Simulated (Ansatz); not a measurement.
Defect migration in wurtzite GaN: C-vacancy pair (C on one host N site, one N site vacant), neutral cell. The step: a nearby N atom hops onto the vacant site (C-vacancy distance between ideal sites 3.21 Å throughout); the atom moves 3.24 Å along (-1.01, 0.00, 0.00) of the unit cell; the moving atom starts with neighbours 2 Ga at 1.96, Ga at 1.97, Ga at 1.99 Å and ends with 2 Ga at 1.96, Ga at 1.97, Ga at 1.99 Å. A PBE band in Ansatz (plane-wave PAW, one k-point at (0.125, 0.250, 0.250), 72 host sites, 32 SCF runs with any check of the saddle's order, static, no finite-size correction) gives a forward barrier of 3.42 eV. The saddle point's order was not checked, and it lies on a symmetry element of the cell, where a band can be held. The charge state is imposed; whether it is stable for some Fermi level was not computed. Forms of the defect that were not tried may lie lower.

Single points at the band's start and saddle point can refine it. Rough cost of one point, in units of the band's mean SCF on the same machine:

```
Level                                                     Cost of one point
--------------------------------------------------------  -----------------
PBE, a 2×2×2 k-point mesh shifted by half a step along c            about 4
r2SCAN at 500 eV, one k-point at (0.125, 0.250, 0.250)              about 3
```

Task: Which of these move the barrier by more than 0.1 eV, and how far does each move it?

Result: PBE, a 2×2×2 k-point mesh shifted by half a step along c: +0.22 eV; r2SCAN at 500 eV, one k-point at (0.125, 0.250, 0.250): +0.35 eV. Each functional is compared with PBE at the same k-points.

Ansatz is a program for electronic structure.
